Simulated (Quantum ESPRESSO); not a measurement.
**Parameter sweep on Ge3Mo5C (P6_3/mcm, 18 atoms in the cell)**

```
CELL_PARAMETERS angstrom
      7.33749     0.00000     0.00000
     -3.66874     6.35445     0.00000
      0.00000     0.00000     5.24664
ATOMIC_POSITIONS crystal
  Ge 0.00000 0.59632 0.25000
  Ge 0.00000 0.40368 0.75000
  Ge 0.40368 0.00000 0.75000
  Ge 0.59632 0.00000 0.25000
  Ge 0.40368 0.40368 0.25000
  Ge 0.59632 0.59632 0.75000
  Mo 0.33333 0.66667 0.50000
  Mo 0.66667 0.33333 0.50000
  Mo 0.66667 0.33333 0.00000
  Mo 0.33333 0.66667 0.00000
  Mo 0.00000 0.22594 0.25000
  Mo 0.00000 0.77406 0.75000
  Mo 0.77406 0.00000 0.75000
  Mo 0.22594 0.00000 0.25000
  Mo 0.77406 0.77406 0.25000
  Mo 0.22594 0.22594 0.75000
  C  0.00000 0.00000 0.00000
  C  0.00000 0.00000 0.50000
```

Base run A: PBEsol, GBRV 1.5 ultrasoft (PBESOL) pseudopotentials in Quantum ESPRESSO 7.5, self-consistent single point.

Its settings: ecutwfc = 50 Ry; ecutrho = 400 Ry; occupations = smearing; smearing = cold; degauss = 0.0073499 Ry; potentials = {Ge: ge_pbesol_v1.4.uspp.F.UPF, Mo: mo_pbesol_v1.uspp.F.UPF, C: c_pbesol_v1.2.uspp.F.UPF}; K_POINTS = automatic 3 3 4 0 0 0; conv_thr = 1e-10 Ry.

The starting cell comes from a database of computed structures (which also holds hypothetical and non-ambient phases and stackings), without a prior relaxation at this level. Its lattice was rescaled by a random factor within 2.5 % of one. Spin polarisation is off. In the base run, with a pressure of about 4 GPa the cell is away from its equilibrium volume at this level.

ΔF is the free energy per atom less that of run A. 

Run A gave: pressure (GPa) 3.86; largest force (eV/Å) 0.375; k-points 9.

Runs:
- B: K_POINTS = automatic 3 3 4 1 1 1
- C: K_POINTS = automatic 4 4 4 0 0 0
- D: K_POINTS = automatic 4 4 4 1 1 1
- E: K_POINTS = automatic 4 4 5 0 0 0
- F: K_POINTS = automatic 4 4 5 1 1 1
- G: K_POINTS = automatic 3 3 4 0 0 1

Question: What does run E change against A?

Answer: The free energy drops by 2.9 meV/atom, the pressure goes from 3.86 to 3.73 GPa and the largest force goes from 0.375 to 0.390 eV/Å.

Question: What does run D change against A?

Answer: The free energy falls by 5.3 meV/atom, the pressure goes from 3.86 to 3.67 GPa and the largest force goes from 0.375 to 0.363 eV/Å.

Question: What does run F change against A?

Answer: The free energy drops by 2.3 meV/atom, the pressure stays near 3.79 GPa while the zz stress (positive for compression) goes from 2.76 to 3.51 GPa and the largest force goes from 0.375 to 0.330 eV/Å.

```json
[
 {"run": "A", "ΔF (meV/atom)": "0.00", "pressure (GPa)": "3.86", "largest force (eV/Å)": "0.375", "k-points": "9"},
 {"run": "B", "ΔF (meV/atom)": "-5.8", "pressure (GPa)": "3.65", "largest force (eV/Å)": "0.338", "k-points": "8"},
 {"run": "C", "ΔF (meV/atom)": "1.08", "pressure (GPa)": "3.89", "largest force (eV/Å)": "0.290", "k-points": "12"},
 {"run": "D", "ΔF (meV/atom)": "-5.3", "pressure (GPa)": "3.67", "largest force (eV/Å)": "0.363", "k-points": "12"},
 {"run": "E", "ΔF (meV/atom)": "-2.9", "pressure (GPa)": "3.73", "largest force (eV/Å)": "0.390", "k-points": "12"},
 {"run": "F", "ΔF (meV/atom)": "-2.3", "pressure (GPa)": "3.79", "largest force (eV/Å)": "0.330", "k-points": "18"},
 {"run": "G", "ΔF (meV/atom)": "-4.2", "pressure (GPa)": "3.70", "largest force (eV/Å)": "0.440", "k-points": "6"}
]
```
